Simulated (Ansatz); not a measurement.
Start from GaSb in the rock salt structure (space group Fm-3m, No. 225; a = 5.6990 Å; a hypothetical phase, not in the database extracts checked; relaxed with 0.1 eV smearing). Axes: x, y, z lie along the cube axes.

Level of theory: Ansatz (a quantum-chemistry and plane-wave program) PBEsol, no spin-orbit coupling.

Before the change:

| Property | Value |
|---|---|
| Shortest interatomic distance | 2.849 Å |

Now apply this change: uniaxial strain ε_yy = −2.79 %, all other strain components held at zero, atoms relaxed at fixed cell.

Problem. How does this affect the stress, energy relative to the base and shortest interatomic distance?

Solution. The stress (xx, yy, zz, yz, xz, xy; compression positive) is (0.9, 4.4, 0.9, 0.0, 0.0, 0.0) GPa; the energy rises by 8.3 meV/atom; the shortest interatomic distance decreases by 0.0795 Å (2.849 Å → 2.770 Å).

No phonon test of stability was made. All final runs are without spin polarisation.
